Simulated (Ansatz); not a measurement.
The starting structures come from a database of crystals and need not be the phases stable at ambient conditions.

By LDA, the system below comes out a metal.

A figure of merit of an interconnect metal is its ballistic conductance per area.

```yaml
crystal:
  lattice:
    - [2.98250, 0.00000, 0.00000]
    - [0.00000, 4.21789, 0.00000]
    - [0.00000, 2.10895, 2.10895]
  atoms:
    - { symbol: Al, position: [0.00000, 0.00000, 0.00000] }
    - { symbol: Ru, position: [0.50000, 0.50000, 0.00000] }
```

The cell is taken as given; by LDA it stands under a pressure of -6.3 GPa.

The current flows along the normal of the first two printed cell vectors, the (110) plane of the conventional cell. No spin-orbit coupling; the value is a mean over 0.1 eV about the Fermi level.

### Question
Predict the ballistic conductance per area from LDA (Ansatz, a program for electronic structure).

### Answer
1.4 × 10¹⁵ S/m² for both spins.
